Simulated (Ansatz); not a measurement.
Consider GaCuSe$_{2}$ in the chalcopyrite structure (space group I-42d, No. 122).

```
CELL_PARAMETERS angstrom
     -2.75419     2.75419     5.48075
      2.75419    -2.75419     5.48075
      2.75419     2.75419    -5.48075
ATOMIC_POSITIONS crystal
  Ga 0.50000 0.50000 0.00000
  Ga 0.25000 0.75000 0.50000
  Cu 0.00000 0.00000 0.00000
  Cu 0.75000 0.25000 0.50000
  Se 0.87500 0.88412 0.50912
  Se 0.11588 0.62500 0.99088
  Se 0.37500 0.36588 0.49088
  Se 0.63412 0.12500 0.00912
```

Cartesian axes are those of the cell as printed.

The values are results of LDA/PAW in Ansatz (a program for electronic structure), no spin-orbit coupling, not measurements.

One thing is altered: the cell is stretched by 2.25 % along z with no lateral relaxation; the atoms relax in the strained cell.

### Question
What does the calculation give for the stress after the change?

### Answer
The stress (xx, yy, zz, yz, xz, xy; compression positive) amounts to (-1.33, -1.33, -2.28, 0.00, 0.00, 0.00) GPa.

### Question
How does this affect the energy relative to the base?

### Answer
The energy grows by 3.4 meV/atom.

Stability against distortions was not tested. All final runs are without spin polarisation.
